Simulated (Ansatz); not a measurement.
MoTe2: response to strain

Base system: MoTe2 in the 2H-MoS2 type structure (space group P6_3/mmc, No. 194; a = 3.542 Å, c = 14.182 Å; layered, stacked along the Cartesian z axis). Axes: x lies along a and z along c of the hexagonal cell.

Strains are applied to the cell and any free atomic positions relax; under stress the whole cell relaxes.

Method: r2SCAN+rVV10 (Ansatz, a first-principles code; PAW; 500 eV plane waves; no SOC).

Notes on the quantities. energy relative to the base: free energy F.

```tsv
variant	energy relative to the base	band gap	hole mass
base	0 meV/atom	0.87 eV	1.8 mₑ along c, 1.2 mₑ across (at Γ)
isotropic strain −1.27 %	+5.5 meV/atom	0.84 eV	1.9 mₑ along c, 1.3 mₑ across (at Γ)
uniaxial strain ε_xx = +3.34 %	+11 meV/atom	0.75 eV	0.86 mₑ along x, 1.2 mₑ along y, 2.2 mₑ along z (at Γ)
uniaxial stress, 1 GPa compression along z	+1.5 meV/atom	0.76 eV	2.6 mₑ along z, 0.99 mₑ across (at Γ)
```

Spin-orbit coupling, missing from the scalar runs, can matter with Te. Effective masses come from finite differences of ±0.01 Å⁻¹. Beyond what the load breaks, stability against distortions was not tested.
